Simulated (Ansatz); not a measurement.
Cl on the 1x1 (111) surface of fcc Ag, one in a 2x2 cell: adsorption energies (eV for each) against ½ Cl2(g) in Ansatz (plane waves, PAW). Structures relaxed with PBE; the other functionals are single points on them, with slab and gas at the same level. No dispersion, zero-point or thermal terms. Rows are starts at which the adsorbate stayed.

Model: 17-atom slab, 7.1 Å thick at the start under the adsorbate (thin: gaps and levels are the slab's own), 6x6x1 mesh, Fermi-Dirac 0.1 eV, dipole correction, 8 atoms held, the rest relaxed; each run with such symmetry as its start has; no spin, no spin-orbit, no U, no dispersion correction.

```tsv
site	PBE	RPBE	r2SCAN
top Ag	-1.08	-0.97	?
hollow Ag-Ag-Ag over Ag at depth 2.4 Å	-1.49	-1.30	?
hollow Ag-Ag-Ag over Ag at depth 4.7 Å	-1.49	-1.30	?
bridge Ag-Ag (span 2.9 Å)	-1.42	-1.25	?
```

### Question
Some entries are withheld; supply them.

### Answer

- top Ag, r2SCAN: -1.39
- hollow Ag-Ag-Ag over Ag at depth 2.4 Å, r2SCAN: -1.87
- hollow Ag-Ag-Ag over Ag at depth 4.7 Å, r2SCAN: -1.88
- bridge Ag-Ag (span 2.9 Å), r2SCAN: -1.80

RPBE moves the energies by 0.16 eV on average against PBE and the two lowest sites lie within 0.02 eV at one of the levels. r2SCAN moves the energies by -0.37 eV on average against PBE and the two lowest sites lie within 0.02 eV at one of the levels.

Ansatz is an electronic-structure program.
